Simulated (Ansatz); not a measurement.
Here is the system:

```xyz
3
Lattice="3.1967 0.0000 0.0000 -1.5983 2.7684 0.0000 0.0000 0.0000 4.9080" Properties=species:S:1:pos:R:3 pbc="T T T"
C      0.0000     0.0000     0.0000
W      0.0000     1.8456     1.1906
W      1.5983     0.9228     3.7174
```

No spin polarisation.

The values are results of PBE-D3(BJ) (Ansatz, an electronic-structure program, PAW, scalar-relativistic without spin-orbit coupling), earlier PAW set, not measurements. k-mesh 22×22×13 (Γ-centred); smearing 0.1 eV (Fermi–Dirac).

**Question.** What is the computed pressure (mean of the normal stresses, compression positive)?

**Answer.** -35.6 GPa.

**Question.** What band gap does the calculation give?

**Answer.** Zero.

The cells carry an imposed strain or load. Whether these cells are dynamically stable was not tested. The final runs are not spin-polarised. The cell was made from W2C (space group P-3m1, No. 164) by this change: isotropic strain +5.35 %.
